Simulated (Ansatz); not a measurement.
Reference: TiO2 (P4_2/mnm), PBEsol with spin-orbit coupling, rigid bands (plane waves, PAW; Ansatz, a first-principles code); axes and stresses refer to this cell.

```yaml
crystal:
  lattice:
    - [4.59124, 0.00000, 0.00000]
    - [0.00000, 4.59124, 0.00000]
    - [0.00000, 0.00000, 2.93902]
  atoms:
    - { symbol: Ti, position: [0.50000, 0.50000, 0.00000] }
    - { symbol: Ti, position: [0.00000, 0.00000, 0.50000] }
    - { symbol: O, position: [0.69556, 0.69556, 0.50000] }
    - { symbol: O, position: [0.30444, 0.30444, 0.50000] }
    - { symbol: O, position: [0.80444, 0.19556, 0.00000] }
    - { symbol: O, position: [0.19556, 0.80444, 0.00000] }
```

hole mass along x: 1.97 mₑ
hole mass along z: 3.0 mₑ
electron mass along z: 0.88 mₑ

**Question.** Change: hydrostatic pressure 2 GPa. What happens to hole mass along x, hole mass along z, electron mass along z?

**Answer.** hole mass along x moves little, to 1.94 mₑ; hole mass along z falls to 2.9 mₑ; electron mass along z moves little, to 0.86 mₑ.

**Question.** Change: hydrostatic pressure 5 GPa. What happens to hole mass along x, hole mass along z, electron mass along z?

**Answer.** hole mass along x falls to 1.88 mₑ; hole mass along z decreases to 2.7 mₑ; electron mass along z shrinks to 0.84 mₑ.

Masses are for dilute carriers at 300 K, harmonic means over directions unless an axis is named. Stresses and pressures are the targets of the relaxation.  The structure type is held under load, also where the real crystal would transform.
